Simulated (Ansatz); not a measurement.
**PBE against r2SCAN: SiO2, pressure 22.5 GPa**

Consider SiO₂ in the rutile structure (space group P4_2/mnm, No. 136; a = 4.236 Å, c = 2.690 Å).

(Cell as relaxed with PBE.)

Levels (all Ansatz, a quantum-chemistry and plane-wave program, PAW): PBE (420 eV, scalar-relativistic without spin-orbit coupling); r2SCAN (500 eV, without spin-orbit coupling).

Each level relaxes its own structure.

```tsv
base	PBE	r2SCAN
volume per atom	8.05 Å³	7.79 Å³
lattice parameter a	4.236 Å	4.185 Å
band gap	5.04 eV	6.51 eV
```

It is then changed as follows: cell and atoms relaxed at a pressure of 22.5 GPa.

| quantity | PBE | r2SCAN |
|---|---|---|
| mean gap deformation potential ΔEg/Δln V | -15.7 eV | -17.2 eV |
| valence-band top at Γ (three highest levels, from the VBM) | 0.00, -0.92, -0.92 eV | 0.00, -0.94, -0.94 eV |
| lattice parameter a | 4.117 Å | 4.083 Å |

PBE's mean gap deformation potential ΔEg/Δln V lies 1.5 eV above r2SCAN's; PBE's lattice parameter a lies 0.034 Å above r2SCAN's (0.8 %). Neither level is exact; r2SCAN is the comparison here, not a measurement.

Load acts through the strain it causes; cell and atoms are relaxed under it. Stability against distortions was not tested. No other phases were tried under pressure.
